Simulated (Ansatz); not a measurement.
**Short convergence ladders for Cs2PdCl4 (P4mm, 7 atoms in the cell)**

```yaml
crystal:
  lattice:
    - [7.53176, 0.00000, 0.00000]
    - [0.00000, 7.53176, 0.00000]
    - [0.00000, 0.00000, 4.68752]
  atoms:
    - { symbol: Cs, position: [0.00000, 0.50000, 0.50000] }
    - { symbol: Cs, position: [0.50000, 0.00000, 0.50000] }
    - { symbol: Pd, position: [0.00000, 0.00000, 0.01067] }
    - { symbol: Cl, position: [0.21866, 0.21866, 0.00000] }
    - { symbol: Cl, position: [0.78134, 0.78134, 0.00000] }
    - { symbol: Cl, position: [0.78134, 0.21866, 0.00000] }
    - { symbol: Cl, position: [0.21866, 0.78134, 0.00000] }
```

Base method: LDA (PW92), default PAW files made with PBE (plane waves; Ansatz, a quantum-chemistry and plane-wave program).

Base settings: basis.ecutwfc = 420 eV; kpoints.mp_grid.grid = 3 3 4; hamiltonian.xc = lda; hamiltonian.pseudopotentials = {kind: paw} (the program's default PAW files); scf.occupations.method = fixed.

The count of work is k-points × plane waves × bands × iterations; it is no time. Core times come from one kind of shared machine, to one figure; runs under 30 s give none.

**The cutoff for other potential files**

Level: DFT, LDA (PW92), plane waves, harder PAW files (source: ansatz) made with PBE.

In this ladder: hamiltonian.pseudopotentials = {kind: paw, source: ansatz}.

The second cell is the first with its lattice scaled by 0.98.

The mesh stays at the base's, so the ladder's end is converged at best in this setting alone.

The first pressure column holds Ansatz's estimate of the finite-basis (Pulay) stress, which hides part of the cutoff error; the other is without it.

Only quantities that move along the ladder and can be compared are tabulated.

```csv
basis.ecutwfc,free energy less the last step's (meV/atom),energy of the compressed cell less the first (meV/atom),pressure (GPa),pressure without the Pulay estimate (GPa),largest difference of a force vector from the last step's (eV/Å),count of work / last,core time / last (rough)
295 eV,1637.71,-15.33,-2.24,-34.53,0.059,0.11,–
365 eV,287.40,-25.78,-2.47,-10.16,0.040,0.16,–
460 eV,20.99,-24.51,-2.40,-3.18,0.003,0.21,–
560 eV,2.15,-24.58,-2.41,-2.45,0.001,0.28,–
660 eV,0.94,-24.62,-2.41,-2.42,0.000,0.35,–
790 eV,0.49,-24.62,-2.41,-2.41,0.000,0.46,0.5
990 eV,0.17,-24.62,-2.41,-2.41,0.000,0.65,0.6
1320 eV,0.00,-24.62,-2.41,-2.41,0.000,1.0,1
```

Coarsest basis.ecutwfc that holds the free energy within 5 meV/atom of the last step, with all finer ones: 560 eV, at 0.28 of the last step's count of work; the step before is off by 21 meV/atom.

Coarsest basis.ecutwfc that holds the energy of the compressed cell less the first within 0.2 meV/atom of the last step, with all finer ones: 460 eV, at 0.21 of the last step's count of work; the step before is off by 1.2 meV/atom.

Coarsest basis.ecutwfc that holds the pressure within 0.05 GPa of the last step, with all finer ones: 460 eV, at 0.21 of the last step's count of work; the step before is off by 0.06 GPa.

The energy difference between the two cells stays within 1 meV/atom of the last step's from 460 eV on, the total only from 660 eV on: much of the error is common to both cells and cancels.

At the lowest cutoff the pressure without the Pulay estimate lies 32.1 GPa under the last step's, the usual sign of Pulay stress in an incomplete plane-wave basis.

**The relaxed cell against the cutoff**

On Cs2PdCl4 (P4/mmm, 7 atoms in the cell): atoms on their sites.

In this ladder: relax = cell and atoms.

The mesh stays at the base's, so the ladder's end is converged at best in this setting alone.

Only quantities that move along the ladder and can be compared are tabulated.

```csv
basis.ecutwfc,relaxed volume (Å³/atom),relaxation steps,core time / last (rough)
210 eV,33.324,42,0.8
250 eV,33.312,28,0.7
295 eV,33.264,11,0.4
355 eV,33.216,9,0.4
420 eV,33.157,7,0.4
505 eV,33.165,7,0.5
630 eV,33.163,7,0.6
840 eV,33.161,7,1
```

Coarsest basis.ecutwfc that holds the relaxed volume within 0.066 Å³/atom of the last step, with all finer ones: 355 eV, at about 0.4 of the last step's time; the step before is off by 0.10 Å³/atom.

At the lowest cutoff the cell relaxes to a volume 0.5 % larger than at the highest. Ansatz relaxes on a stress corrected for the finite basis.

On the base run: the starting cell comes from a database of computed structures (which also holds hypothetical and non-ambient phases and stackings), without a prior relaxation at this level. Its lattice was rescaled by up to half a per cent. One atom was moved a little off its site on purpose.

Keys are those of Ansatz 0.2.
